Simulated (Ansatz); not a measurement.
**BeSe: response to strain**

Consider BeSe in the zinc blende structure (space group F-43m, No. 216).

```xyz
2
Lattice="0.0000 2.5889 2.5889 2.5889 0.0000 2.5889 2.5889 2.5889 0.0000" Properties=species:S:1:pos:R:3 pbc="T T T"
Se     3.8833     3.8833     3.8833
Be     0.0000     0.0000     0.0000
```

Strains are applied to the cell and any free atomic positions relax.

Computed with DFT with PBE, PAW potentials and a 420 eV plane-wave cutoff in Ansatz (a quantum-chemistry and plane-wave program), no SOC.

```csv
isotropic strain (%),band gap (eV)
-4.88,2.31
-1.56,?
0,2.67
4.89,2.93
```

Q: Fit E_g = E₀ + Dε (ε in %) to the rows shown and predict the withheld row.

A: Least squares on the printed values gives E₀ = 2.64 eV, D = 63.5 meV per % of strain (largest residual 0.03 eV); this predicts 2.54 eV, and the run gives 2.57 eV, 0.03 higher.

Whether these cells are dynamically stable was not tested.
